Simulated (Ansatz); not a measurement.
Base system: SnO2 in the rutile structure (space group P4_2/mnm, No. 136; a = 4.760 Å, c = 3.201 Å). Axes: x, y, z lie along a, b, c of the conventional cell.

Level of theory: r2SCAN, PAW, 500 eV (Ansatz, an electronic-structure program; without spin-orbit coupling).

Strains are applied to the cell and any free atomic positions relax; under biaxial strain the out-of-plane vector relaxes too.

One change was made to it. Results:

The hole mass becomes 1.4 mₑ along c, 1.2 mₑ across (at Γ) (base: 1.7 mₑ along c, 1.3 mₑ across (at Γ)); the valence-band top at Γ (three highest levels, from the VBM) becomes 0.00, -0.94, -0.94 eV (base: 0.00, -0.77, -0.77 eV); the pressure (mean of the normal stresses, compression positive) goes from zero to 53.11 GPa.

Question: Name the change that was made.
A) uniaxial strain ε_xx = −1.11 %
B) biaxial strain −2.70 %, plane normal [001], relaxed out of plane
C) uniaxial strain ε_zz = −3.81 %
D) isotropic strain −5.47 %
E) biaxial strain −2.80 %, plane normal [001], relaxed out of plane

Answer: D, isotropic strain −5.47 %. For comparison, the valence-band top at Γ in the other runs: biaxial strain −2.80 %, plane normal [001], relaxed out of plane gives 0.00, -0.72, -0.72 eV; biaxial strain −2.70 %, plane normal [001], relaxed out of plane gives 0.00, -0.72, -0.72 eV; uniaxial strain ε_zz = −3.81 % gives 0.00, -0.87, -0.87 eV; uniaxial strain ε_xx = −1.11 % gives 0.00, -0.74, -0.79 eV.

The levels and masses belong to the bands next to the band gap. Effective masses come from finite differences of ±0.01 Å⁻¹. Stability against distortions was not tested. The base started in Pnnm and relaxed to P4_2/mnm at this level.
